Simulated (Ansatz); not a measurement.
Input:

```yaml
crystal:
  lattice:
    - [3.63615, 0.00000, 0.00000]
    - [-1.81808, 3.07220, 0.00000]
    - [0.00000, 0.00000, 5.57685]
  atoms:
    - { symbol: Hf, position: [0.00000, 0.00000, 0.00000] }
    - { symbol: S, position: [0.66464, 0.32929, 0.25844] }
    - { symbol: S, position: [0.33536, 0.67071, 0.74156] }
```

No spin polarisation.

The values are results of PBEsol-D3(BJ) in Ansatz (plane waves to 420 eV, PAW, no SOC), not measurements. k-mesh 11×11×6 (Γ-centred); smearing 0.05 eV (Fermi–Dirac).

Predict the stress and smallest direct gap.

The stress (xx, yy, zz, yz, xz, xy; compression positive) is (-3.57, -0.68, -0.27, -0.10, 0.00, 0.00) GPa and the smallest direct gap comes out as 1.47 eV.

Spin-orbit coupling, missing from the scalar runs, can matter with Hf. The cells carry an imposed strain or load. No phonon test of stability was made. The cell was made from HfS2 in the CdI2 type structure (space group P-3m1, No. 164; layered, stacked along the Cartesian z axis) by this change: uniaxial strain ε_xx = +2.50 %.

Ansatz is a quantum-chemistry and plane-wave program.
